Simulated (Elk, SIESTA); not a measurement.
An Elk input for a self-consistent single point of SrMg2 (Fd-3m, 6 atoms in the cell) (DFT, PBEsol, spin-orbit coupling in second variation, all-electron FP-LAPW, Elk's shipped species files, APW+lo basis with extra local orbitals):

```
tasks
  0

xctype
  22

spinorb
  .true.

rgkmax
  8.0

gmaxvr
  16.0

nxlo
  2

lorbcnd
  .true.

lmaxi
  3

nempty
  10

stype
  0

swidth
  0.00183747

scale
  1.889726125

avec
    0.0000000000    4.5447550000    4.5447550000
    4.5447550000    0.0000000000    4.5447550000
    4.5447550000    4.5447550000    0.0000000000

sppath
  './'

atoms
  2   : nspecies
  'Sr.in'   : spfname
  2   : natoms; atposl, bfcmt below
  0.5000000000  0.5000000000  0.5000000000    0.0 0.0 0.0
  0.7500000000  0.7500000000  0.7500000000    0.0 0.0 0.0
  'Mg.in'   : spfname
  4   : natoms; atposl, bfcmt below
  0.1250000000  0.1250000000  0.6250000000    0.0 0.0 0.0
  0.1250000000  0.6250000000  0.1250000000    0.0 0.0 0.0
  0.1250000000  0.1250000000  0.1250000000    0.0 0.0 0.0
  0.6250000000  0.1250000000  0.1250000000    0.0 0.0 0.0

ngridk
  4 4 4
```

### Question
Translate this input to SIESTA.

### Answer
This is the input that was run; spellings and numerical settings could be chosen otherwise.

```
# files in the folder: Sr.psml Mg.psml (PseudoDojo PBEsol fully relativistic)
SystemName  SrMg2
SystemLabel SrMg2

NumberOfAtoms                6
NumberOfSpecies              2
%block ChemicalSpeciesLabel
  1 38 Sr
  2 12 Mg
%endblock ChemicalSpeciesLabel
LatticeConstant              6.427254 Ang
%block LatticeVectors
     0.000000000    0.707106799    0.707106799
     0.707106799    0.000000000    0.707106799
     0.707106799    0.707106799    0.000000000
%endblock LatticeVectors
AtomicCoordinatesFormat      Ang
%block AtomicCoordinatesAndAtomicSpecies
     4.544755000    4.544755000    4.544755000  1
     6.817132500    6.817132500    6.817132500  1
     3.408566250    3.408566250    1.136188750  2
     3.408566250    1.136188750    3.408566250  2
     1.136188750    1.136188750    1.136188750  2
     1.136188750    3.408566250    3.408566250  2
%endblock AtomicCoordinatesAndAtomicSpecies

XC.functional                GGA
XC.authors                   PBEsol
PAO.BasisSize                DZP
PAO.EnergyShift              0.005 Ry
MeshCutoff                   300 Ry
%block kgrid.MonkhorstPack
    4   0   0  0.0
    0   4   0  0.0
    0   0   4  0.0
%endblock kgrid.MonkhorstPack
OccupationFunction           MP
OccupationMPOrder            0
ElectronicTemperature        50.0 meV
Spin                         spin-orbit
%block DM.InitSpin
  1 0.00 0.00 0.00
  2 0.00 0.00 0.00
  3 0.00 0.00 0.00
  4 0.00 0.00 0.00
  5 0.00 0.00 0.00
  6 0.00 0.00 0.00
%endblock DM.InitSpin

MaxSCFIterations             150
SCF.Mixer.Method             Pulay
SCF.Mixer.Weight             0.2
SCF.Mixer.History            6
SCF.DM.Tolerance             1.0E-04
Diag.ParallelOverK           true
WriteForces                  true
Charge.Mulliken              end
```

Basis, cutoffs, solver keys and any potentials are the target program's own. This input uses DFT, GGA PBEsol with spin-orbit coupling, numerical atomic orbitals DZP, PseudoDojo PBEsol fully relativistic norm-conserving potentials (rewritten from UPF to PSML). Both were run: size of the net moment 0.00 μB/atom in Elk and 0.00 in SIESTA.

On SIESTA: the starting cell comes from a database of computed structures (which also holds hypothetical and non-ambient phases and stackings), without a prior relaxation at this level. Values carry the incompleteness of an atom-centred basis.

On Elk: the starting cell comes from a database of computed structures (which also holds hypothetical and non-ambient phases and stackings), without a prior relaxation at this level. Values depend on the basis (sphere radii, cutoffs, local orbitals), which need not be converged.
